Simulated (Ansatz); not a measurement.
Cost and result by functional for the surface energy of the (100) surface of alpha tin in its 1x1 cell, outermost plane spacing 1.66 Å in the ideal cut, in Ansatz (plane waves, PAW). Single points on the PBE structure, on one kind of machine; costs are rough ratios of the slab run's core time (references not counted) to the cheapest single point. r2SCAN's cost holds its higher cutoff (500 against 420 eV). Differences are taken against r2SCAN for comparison alone: no measured value is at hand, so the table doesn't rank accuracy.

Slab: 7 atoms, 10.0 Å thick at the start (thin: gaps and levels are the slab's own); k 8x8x1, smearing 0.1 eV, dipole-corrected; all atoms relaxed; start symmetry kept, larger cells not searched; no spin, no spin-orbit, no U. These notes are the PBE run's.

```
functional                     relative cost  surface energy (J/m²)  less r2SCAN (J/m²)
-----------------------------  -------------  ---------------------  ------------------
PBEsol                                     1                   1.01               -0.04
RPBE                                       1                   0.79               -0.26
LDA                                        1                   1.08                0.04
r2SCAN                                     2                   1.05                0.00
PBE (the relaxed run's value)              –                   0.89               -0.16
```

The values span 0.30 J/m², while the single points' costs differ by a factor of roughly 2. Differences are of unrounded values.

Ansatz is a quantum-chemistry and plane-wave program.
